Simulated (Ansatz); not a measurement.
Take WGe in the rock salt structure (space group Fm-3m, No. 225; a = 5.098 Å; a hypothetical phase, not in the database extracts checked) as the base.

Perturbation: a hydrostatic pressure of 0.9 GPa.

Levels (all Ansatz, an electronic-structure program, PAW, earlier PAW set): PBEsol (420 eV, scalar-relativistic without spin-orbit coupling); r2SCAN (500 eV, no spin-orbit coupling).

The geometry is relaxed with PBEsol.

PBEsol pressure: 0.9 GPa

With r2SCAN at the same geometry, the pressure rises by 2.8 GPa (0.9 GPa → 3.7 GPa).

Single points use the geometry relaxed with PBEsol. Their cutoffs differ, which shifts pressures a little. Load acts through the strain it causes; cell and atoms are relaxed under it. Stability against distortions was not tested. The final runs are not spin-polarised. WGe has a high density of states at the Fermi level and may be magnetic at this level.
